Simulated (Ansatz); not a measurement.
Consider the following.

```
CELL_PARAMETERS angstrom
      0.00000     2.94543     2.94543
      2.94543     0.00000     2.94543
      2.94543     2.94543     0.00000
ATOMIC_POSITIONS crystal
  Pb 0.00000 0.00000 0.00000
  F  0.75000 0.75000 0.75000
  F  0.25000 0.25000 0.25000
```

No spin polarisation.

The values are results of Ansatz (a first-principles code) PBEsol, no SOC, not measurements. Γ-centred 10×10×10 mesh, Fermi–Dirac width 0.05 eV.

Q: Predict the band gap.

A: 4.30 eV.

Q: Predict the width of the top valence band.

A: 2.10 eV.

Spin-orbit coupling, missing from the scalar runs, can matter with Pb. Load acts through the strain it causes; cell and atoms are relaxed under it. Whether these cells are dynamically stable was not tested. The cell was made from PbF2 in the fluorite structure (space group Fm-3m, No. 225) by this change: pressure 0.3 GPa.
